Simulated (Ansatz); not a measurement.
# ZnS under a change: S vacancy

The parent structure is a 24-atom supercell of ZnS in the wurtzite structure (space group P6_3mc, No. 186; a = 3.7822 Å, c = 6.2077 Å) at its relaxed geometry.

Modification: a neutral S vacancy, atoms relaxed at fixed cell, starting from a slightly rattled geometry.

Level of theory: PBEsol in Ansatz (plane waves to 420 eV, PAW, scalar-relativistic without spin-orbit coupling). Settings: 3×4×4 k-points, 0.01 eV Fermi–Dirac smearing.

The pressure goes from zero to -2.8 GPa and the gap of the supercell shrinks by 0.39 eV (2.15 eV → 1.76 eV). The total moment of the cell comes out as 0.0 μB and the largest displacement of a host atom from its site in the perfect cell comes out as 0.65 Å. The mean distance from the defect site to its nearest host atoms shrinks by 0.22 Å (2.32 Å → 2.10 Å).

Final structure:

```yaml
crystal:
  lattice:
    - [5.67324, -3.27544, -6.20766]
    - [3.78216, 6.55089, 0.00000]
    - [1.89108, -3.27544, 6.20766]
  atoms:
    - { symbol: Zn, position: [0.79438, 0.40780, 0.73421] }
    - { symbol: Zn, position: [0.44918, 0.60891, 0.44559] }
    - { symbol: Zn, position: [0.10531, 0.78721, 0.11298] }
    - { symbol: Zn, position: [0.77681, 0.94064, 0.78264] }
    - { symbol: Zn, position: [0.43456, 0.10815, 0.43978] }
    - { symbol: Zn, position: [0.10958, 0.27410, 0.10481] }
    - { symbol: Zn, position: [0.74939, 0.29624, 0.27584] }
    - { symbol: Zn, position: [0.39870, 0.46336, 0.89204] }
    - { symbol: Zn, position: [0.08647, 0.69750, 0.56581] }
    - { symbol: Zn, position: [0.71951, 0.78871, 0.20673] }
    - { symbol: Zn, position: [0.38570, 0.98485, 0.88769] }
    - { symbol: Zn, position: [0.99989, 0.19119, 0.54473] }
    - { symbol: S, position: [0.58017, 0.53032, 0.20287] }
    - { symbol: S, position: [0.24304, 0.71735, 0.87129] }
    - { symbol: S, position: [0.89547, 0.88843, 0.52243] }
    - { symbol: S, position: [0.56834, 0.04153, 0.19458] }
    - { symbol: S, position: [0.22091, 0.22108, 0.84376] }
    - { symbol: S, position: [0.84502, 0.24040, 0.98010] }
    - { symbol: S, position: [0.52151, 0.40404, 0.63708] }
    - { symbol: S, position: [0.18262, 0.57884, 0.30401] }
    - { symbol: S, position: [0.84586, 0.71892, 0.95173] }
    - { symbol: S, position: [0.51130, 0.90991, 0.63870] }
    - { symbol: S, position: [0.16625, 0.08654, 0.31534] }
```

The magnetic state is the one reached from the starting moments; the real material's order can differ, and small cells can't hold many antiferromagnetic ones. In so small a cell the defect repeats every few ångströms: this is an ordered compound, not a dilute defect. Seeded moments were not kept for S vacancy. The defect cell is spin-polarised and ends with 0.0 μB.

Ansatz is a quantum-chemistry and plane-wave program.
